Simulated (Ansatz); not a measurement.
The parent structure is InAgTe$_{2}$ in the chalcopyrite structure (space group I-42d, No. 122).

```
InAgTe2
1.0
   -3.17677     3.17677     6.31871
    3.17677    -3.17677     6.31871
    3.17677     3.17677    -6.31871
In Te Ag
2 4 2
Direct
  0.50000   0.50000   0.00000
  0.25000   0.75000   0.50000
  0.37500   0.36482   0.48982
  0.63518   0.12500   0.01018
  0.87500   0.88518   0.51018
  0.11482   0.62500   0.98982
  0.00000   0.00000   0.00000
  0.75000   0.25000   0.50000
```

Cartesian axes are those of the cell as printed.

Level of theory: LDA (Ansatz, a program for electronic structure, PAW, no spin-orbit coupling).

Before the change:

The pressure is 0.0 GPa and the volume per atom comes out as 31.88 Å³.

Now apply this change: biaxial strain +2.25 %, plane normal [001], relaxed out of plane (Cartesian); in-plane vectors clamped, the third vector and the atoms free.

What does the calculation give for the pressure, energy relative to the base and volume per atom after the change?

The pressure (mean of the normal stresses, compression positive) goes from zero to -0.6 GPa; the energy goes up by 4.4 meV/atom; the volume per atom goes up by 0.384 Å³ (31.88 Å³ → 32.27 Å³).

No phonon test of stability was made. All final runs are without spin polarisation. Gaps under 0.05 eV, about the width of the smearing, are given as zero.
